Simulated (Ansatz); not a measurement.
Results of r²SCAN (PAW; Ansatz, an electronic-structure program) for GaN (I4mm, No. 107, 2 atoms in the cell; start mp-2646978; a measured phase of this formula has another space group).

Input file:

Ansatz 0.2 input:
```yaml
crystal:
  lattice:
    - [-1.4168492339, 1.4168492339, 2.4524608103]
    - [1.4168492339, -1.4168492339, 2.4524608103]
    - [1.4168492339, 1.4168492339, -2.4524608103]
  atoms:
    - { symbol: Ga, position: [0.7562473461, 0.7562473461, 0.0] }
    - { symbol: N, position: [0.3587526539, 0.3587526539, 0.0] }
basis:
  ecutwfc: 560
  ecutrho_ratio: 4
  xc_grid: 3
kpoints:
  mp_grid: { grid: [16, 16, 16] }
hamiltonian:
  xc: r2scan
  dispersion: none
  pseudopotentials: { kind: paw }
scf:
  occupations: { method: fermi_dirac, width: 0.01 }
output:
  forces: true
  stress: true
  eigenvalues: true
relax:
  f_tol: 0.004
  escape_saddle: false
  max_steps: 80
  cell: { stress_tol: 0.02, fix: [volume] }
```

The run printed, among other lines:

```
Relaxation: its limit of steps is 80 (relax.max_steps)
Crystal: 2 atoms, lattice volume = 19.693 Å³
Basis set: ecut = 560 eV, 597 PW (Γ), exchange–correlation on 75×75×75 points (27 copies of the dense FFT grid, shifted against one another)
Bands: 13, of which v1, the nominal top of the filled ones, is band 9 counted from 1 (8 counted from 0)
Symmetry: 8 space group operations
Space group: I4mm (ITA 107), of the structure as read, at distance tolerance 2.7e-5 Å
k-points: 349 of 4096 (time reversal used)
Functional: x = r2scan, c = r2scan; τ floored in thin density (d = 2e-4 eV/Å³)
SCF iter   1: F=—  HF=-4175.467484 eV  |F-HF|=—  |Δ(HF+E_count)|=         —  Δρ=1.58e-2  dr2=2.10e-2  dr2_τ=9.87e-2
SCF iter   2: F=—  HF=-4175.515249 eV  |F-HF|=—  |Δ(HF+E_count)|=   4.78e-2  Δρ=6.20e-3  dr2=3.83e-3  dr2_τ=9.50e-5
  ...
SCF 1 converged in 7 iterations: F = -4175.515892 eV  dr2 = 5.24e-8
Crystal: 2 atoms, lattice volume = 19.693 Å³
Initial density: handed on by an earlier stage of this run
SCF 2 converged in 5 iterations: F = -4175.516321 eV  dr2 = 8.11e-9
Crystal: 2 atoms, lattice volume = 19.693 Å³
SCF 3 converged in 5 iterations: F = -4175.516493 eV  dr2 = 9.66e-9
Crystal: 2 atoms, lattice volume = 19.693 Å³
SCF 4 converged in 3 iterations: F = -4175.516507 eV  dr2 = 4.24e-8
Crystal: 2 atoms, lattice volume = 19.693 Å³
SCF iter   5: F=—  HF=-4175.516505 eV  |F-HF|=—  |Δ(HF+E_count)|=  2.46e-11  Δρ=2.30e-7  dr2=4.26e-12  dr2_τ=3.83e-13
SCF iter   6: F=-4175.516505 eV  HF=-4175.516505 eV  |F-HF|=1.82e-12  |Δ(HF+E_count)|=  3.64e-12  Δρ=3.59e-8  dr2=9.51e-14  dr2_τ=8.54e-15
SCF 5 converged in 6 iterations: F = -4175.516505 eV  dr2 = 9.51e-14
SCF converged after 6 iterations
Free energy (F): -4175.516505 eV
Internal energy: -4175.516505 eV  (E = F + TS)
E sigma→0 (E₀):  -4175.516505 eV
Fermi energy:    12.927949 eV
--- Stress (GPa, compression-positive) ---
        4.132967       0.000000      -0.000000
        0.000000       4.132967      -0.000000
       -0.000000       0.000000       4.131108
  P = ⅓ Tr σ = 4.1323 GPa (41.323 kbar)
```

The cell is one volume of an energy–volume scan, off the minimum.

The PAW data were made under PBE.

Note: the relaxation could not lower the start's symmetry, so the cell can be a saddle point above a distorted one.

A start named mp-… is a Materials Project structure, which need not be a measured phase.
